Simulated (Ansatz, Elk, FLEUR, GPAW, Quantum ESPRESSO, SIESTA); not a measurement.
## CdSe (F-43m, 2 atoms in the cell) computed with different codes at matched settings

Self-consistent single point.

```yaml
crystal:
  lattice:
    - [0.00000, 3.02500, 3.02500]
    - [3.02500, 0.00000, 3.02500]
    - [3.02500, 3.02500, 0.00000]
  atoms:
    - { symbol: Cd, position: [0.00000, 0.00000, 0.00000] }
    - { symbol: Se, position: [0.25000, 0.25000, 0.25000] }
```

Shared settings, as Ansatz (an electronic-structure program) writes them: kpoints.mp_grid.grid = 4 4 4; scf.occupations.method = fermi_dirac; scf.occupations.width = 0.05 eV. Potentials and cutoffs stand in the table.

| code | model | pressure (GPa) | gap on the mesh (eV) | cutoff |
|---|---|---|---|---|
| SIESTA | GGA PBE, numerical atomic orbitals DZP, PseudoDojo PBE standard norm-conserving potentials (rewritten from UPF to PSML) | 3.09 | 0.860 | grid 350 Ry |
| Elk | PBE, all-electron FP-LAPW, Elk's shipped species files, APW+lo basis with extra local orbitals | – | 0.600 | rgkmax 8 |
| Ansatz | PBE, default PAW files | 3.96 | 0.628 | default |
| GPAW | PBE, GPAW PAW datasets PBE (gpaw-data 1.0.1) | 3.77 | 0.621 | 600 eV |
| FLEUR | PBE, all-electron FLAPW (FLEUR), scalar-relativistic valence | – | 0.642 | Kmax 4.3 1/bohr |
| Quantum ESPRESSO | PBE, SSSP 1.1.2 precision (PBE) pseudopotentials | 3.81 | 0.602 | 55 Ry |

A dash marks a value that a program does not give, or that is left out as unsure.

Gaps are read on the mesh.

The spread over the programs that give each value: pressure within 0.87 GPa; gap on the mesh within 0.260 eV.

SIESTA uses small atom-centred bases, whose incompleteness enters pressures, forces and empty levels differently from a plane-wave cutoff. Elk and FLEUR treat all electrons, but the usual bases taken here (sphere radii, linearisation, local orbitals, empty states) were not tested for convergence, so the values are no reference for the others. Ansatz's pressure is given at a fixed set of plane waves, as the other plane-wave codes print theirs; with its correction for the finite basis it is 3.99 GPa. In the gap, SIESTA (by 0.239) lies more than 0.12 eV from the median of the plane-wave programs.

On the base mesh (9 9 9) the same programs gave: Ansatz pressure 3.75 GPa, gap on the mesh 0.642 eV; Quantum ESPRESSO pressure 3.60 GPa, gap on the mesh 0.616 eV; GPAW pressure 3.56 GPa, gap on the mesh 0.635 eV; Elk gap on the mesh 0.615 eV; FLEUR gap on the mesh 0.656 eV; SIESTA pressure 2.93 GPa, gap on the mesh 0.875 eV.

The starting cell has typed, rounded lattice constants, without a prior relaxation at this level.

Left out of this page: CP2K (on another mesh).

Keys are those of Ansatz 0.2.
